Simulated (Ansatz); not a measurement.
Abridged Ansatz (an electronic-structure program) output:

```
Pseudopotential: W, paw, valence charge 14
Pseudopotential: Si, paw, valence charge 4
Crystal: 3 atoms, lattice volume = 41.018 Å³
Basis set: ecut = 420 eV, 793 PW (Γ), exchange–correlation on 64×64×64 points (8 copies of the dense FFT grid, shifted against one another)
Bands: 15, of which v1, the nominal top of the filled ones, is band 11 counted from 1 (10 counted from 0)
Symmetry: 16 space group operations
k-points: 641 of 8000
Functional: x = pbe(κ = 0.804, μ = 0.2195149727645171), c = pbe(β = 0.06672455060314922)
SCF iter   1: F=—  HF=-11657.461357 eV  |F-HF|=—  |Δ(HF+E_count)|=         —  Δρ=3.35e-3  dr2=1.82e-3  ethr=1.77e-3  ⟨swp⟩=5.4  Hψ=56350  notcnv=0
SCF iter   2: F=—  HF=-11657.461744 eV  |F-HF|=—  |Δ(HF+E_count)|=   3.86e-4  Δρ=1.92e-3  dr2=7.02e-4  ethr=8.27e-6  ⟨swp⟩=1.1  Hψ=14842  notcnv=0
SCF 1 converged in 7 iterations: F = -11657.461890 eV  dr2 = 1.64e-11
SCF converged after 7 iterations
Free energy (F): -11657.461890 eV
Internal energy: -11657.459852 eV  (E = F + TS)
E sigma→0 (E₀):  -11657.460871 eV
Entropy (-TS):   -0.002038 eV (-0.679 meV/atom)
Fermi energy:    16.463788 eV
--- Forces (eV/Å), atoms counted from 1 ---
  atom   1  W     -0.00000000     0.00000000    -0.00000000
  atom   2  Si    -0.00000000     0.00000000     0.00000953
  atom   3  Si    -0.00000000    -0.00000000    -0.00000953
--- Stress (GPa, compression-positive) ---
        0.000660      -0.000000       0.000000
       -0.000000       0.000660       0.000000
        0.000000       0.000000      -0.001846
  P = ⅓ Tr σ = -0.0002 GPa (-0.002 kbar)
```

Q: What was computed, and what are the main results?

A: WSi2, 3 atoms in the cell, with PBE (Ansatz), no SOC. The last SCF converged to F = -11657.461890 eV, or -3885.8206 eV per atom, at a pressure of 0.00 GPa. The total energy compares only with runs of the same code, potentials and settings.

No phonon test of stability was made. The final runs are not spin-polarised. The cell is WSi₂ (space group I4/mmm, No. 139).
